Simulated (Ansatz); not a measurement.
## Wurtzite BN (high-pressure phase): Voigt–Reuss–Hill shear modulus by level of theory

No measured value is used here.

| level (code) | value (GPa) | cell (Å³/atom) |
|---|---|---|
| LDA (Ansatz) | 404 | 5.76 |
| PBE (Ansatz) | ? | 5.97 |
| RPBE (Ansatz) | 372 | 6.06 |
| PBE-D3(BJ) (Ansatz) | ? | 5.88 |
| r²SCAN (Ansatz) | 405 | 5.90 |
| B3LYP (VWN-RPA form) (Ansatz) | 405 | 5.93 |

Question: Fill in the missing entries.

Answer: 
- PBE (Ansatz, a program for electronic structure), value (GPa): 382
- PBE-D3(BJ) (Ansatz), value (GPa): 392

PBE-D3(BJ): the dispersion coefficients are held fixed in the derivatives. Each level is taken at its own relaxed cell. Cutoffs and k meshes differ between the levels. Ansatz's density-functional and Hartree–Fock values are scalar-relativistic unless marked +SOC, with PAW data made under PBE.
